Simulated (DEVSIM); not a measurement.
Device: abrupt Ge n-p junction, at 300 K.

Layer 1 from the left is Ge, thickness (μm) 1.30, Nd (cm⁻³) 5.5e15, τn (s) 0.00097, τp (s) 0.00097. Layer 2 from the left is Ge, thickness (μm) 14.0, Na (cm⁻³) 1.1e15, τn (s) 0.00097, τp (s) 0.00097.

Left contact: ohmic. Right contact: ohmic. Voltage is applied to the left contact. Recombination: SRH at mid-gap. Mobility is μmin + (μ − μmin)/(1 + (N/Nref)^α).

Constants are typed, rounded textbook-type inputs, not results; the design itself was drawn at random and stands for no fabricated device. Values at 300 K.

Ge: gap (eV) 0.664, affinity (eV) 4, permittivity 16, Nc (cm⁻³) 1.04e19, Nv (cm⁻³) 6e18, μn (cm²/Vs) 3900, μp (cm²/Vs) 1900, μn,min 150, μp,min 100, Nref,n 2.6e17, Nref,p 4e17, αn 0.56, αp 0.6.

DEVSIM, 1D drift-diffusion, Boltzmann statistics, complete ionisation; no tunnelling, impact ionisation, image-force lowering or self-heating.

What does the simulation give for the largest field in the device at zero bias, the dark forward voltage at 100 A/cm², the dark forward voltage at 1 A/cm², the potential step across the device at zero bias?

largest field in the device at zero bias 6600 V/cm; dark forward voltage at 100 A/cm² 0.335 V; dark forward voltage at 1 A/cm² 0.124 V; potential step across the device at zero bias 0.247 V.
